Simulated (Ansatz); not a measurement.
**Response to strain in Ga2O3**

Base system: Ga2O3 in the corundum structure (space group R-3c, No. 167; a = 5.058 Å, c = 13.623 Å (hexagonal axes)). Axes: x lies along a and z along c of the hexagonal cell.

Strains are applied to the cell and any free atomic positions relax.

The values are results of PBE in Ansatz (plane waves to 420 eV, PAW, no spin-orbit coupling), not measurements.

Notes on the quantities. energy relative to the base: free energy F.

```json
[
 {"uniaxial strain ε_zz (%)": "-3", "energy relative to the base (meV/atom)": "9.4"},
 {"uniaxial strain ε_zz (%)": "-2.25", "energy relative to the base (meV/atom)": "5.3"},
 {"uniaxial strain ε_zz (%)": "-1.5", "energy relative to the base (meV/atom)": "2.3"},
 {"uniaxial strain ε_zz (%)": "-0.75", "energy relative to the base (meV/atom)": "?"},
 {"uniaxial strain ε_zz (%)": "0", "energy relative to the base (meV/atom)": "0.0"}
]
```

### Question
Fit ΔE = Aε² + Bε³ (ε in %) to the rows shown and predict the withheld row.

### Answer
Least squares on the printed values gives A = 1.03 and B = -0.0057 meV/atom (largest residual 0.0 meV/atom); this predicts 0.6 meV/atom, and the run gives 0.6 meV/atom, in agreement.

Stability against distortions was not tested.

Ansatz is an electronic-structure program.
